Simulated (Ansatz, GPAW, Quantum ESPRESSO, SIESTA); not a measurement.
# Pt (Fm-3m, 1 atom in the cell) computed with different codes at matched settings

Relaxation of cell and atoms.

```xyz
1
Lattice="0.0000 1.9600 1.9600 1.9600 0.0000 1.9600 1.9600 1.9600 0.0000" Properties=species:S:1:pos:R:3 pbc="T T T"
Pt     0.0000     0.0000     0.0000
```

Shared settings, as Ansatz (a quantum-chemistry and plane-wave program) writes them: kpoints.mp_grid.grid = 12 12 12; scf.occupations.method = gaussian; scf.occupations.width = 0.01 Ry. Potentials and cutoffs stand in the table.

| code | model | final volume (Å³/atom) | cutoff |
|---|---|---|---|
| Quantum ESPRESSO | PBE, SSSP 1.1.2 efficiency (PBE) pseudopotentials | 15.56 | 40 Ry |
| GPAW | PBE, GPAW PAW datasets PBE (gpaw-data 1.0.1) | 15.64 | 600 eV |
| SIESTA | GGA PBE, numerical atomic orbitals DZP, PseudoDojo PBE standard norm-conserving potentials (rewritten from UPF to PSML) | 15.57 | grid 400 Ry |
| Ansatz | PBE, default PAW files | 15.66 | default |

On Ansatz's run: spin-orbit coupling is off. Spin polarisation is off.

The spread over the programs that give each value: final volume within 0.10 Å³/atom.

SIESTA uses small atom-centred bases, whose incompleteness enters pressures, forces and empty levels differently from a plane-wave cutoff. The programs treat the finite-basis stress differently while the cell relaxes: Ansatz adds an estimate of it.

The starting cell has typed, rounded lattice constants, without a prior relaxation at this level.

Keys are those of Ansatz 0.2.
